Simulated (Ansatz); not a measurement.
# Worked sum: formation energy of Si_Au in Au (fcc, Fm-3m)

Subject: the formation energy of Si_Au in Au (fcc, Fm-3m). Reaction: Si (diamond) + 31 Au (fcc) → cell A.

A: a supercell of 32 sites of Au (fcc, Fm-3m) with Si on an Au site (12 Au at 2.91 Å); spin state with PBE: run without spin.

Ansatz (an electronic-structure program) with PAW potentials; structures come from PBE relaxations, nuclei static, no net charge. Ansatz runs with its default PAW set. Other levels take these structures. The lattices are those relaxed with PBE, so at other levels the solids can be strained, which adds to the spread. Larger cells are relaxed from a start prepared with the learned potential CHGNet, on a coarser mesh till forces fall under 0.03 eV/Å, which some starts already meet. A dispersion term (D3(BJ), or D4 for r2SCAN) was computed beside these levels and is taken off wherever the name lacks it. The runs are scalar-relativistic, without spin-orbit coupling. Mesh and cell size may move defect energies by 0.1 eV or more. Cell A has symmetry Pm-3m and got no random move, so less symmetric positions, which may lie lower, weren't tried.

Total energies of the cells in eV, at zero smearing width. They compare only within one column; the weights balance every element.

| cell | atoms | weight | PBE | LDA |
|---|---|---|---|---|
| A: Au:Si_Au | 32 | +1 | -408264.30819 | -399419.72612 |
| Si (diamond) | 2 | −1/2 | -1271.61962 | -1217.27963 |
| Au (fcc) | 32 | −31/32 | -420778.49829 | -411676.63541 |

PBE: (-408264.30819) − 1/2 × (-1271.61962) − 31/32 × (-420778.49829) = 0.672 eV.

LDA: (-399419.72612) − 1/2 × (-1217.27963) − 31/32 × (-411676.63541) = 0.654 eV.

What follows from the PBE value: With the reservoirs of the reaction as written, and without entropy terms or charged states, the share of sites that hold the defect in equilibrium is exp(−0.67 eV/k_BT) = 4.2×10^-4 at 1000 K.
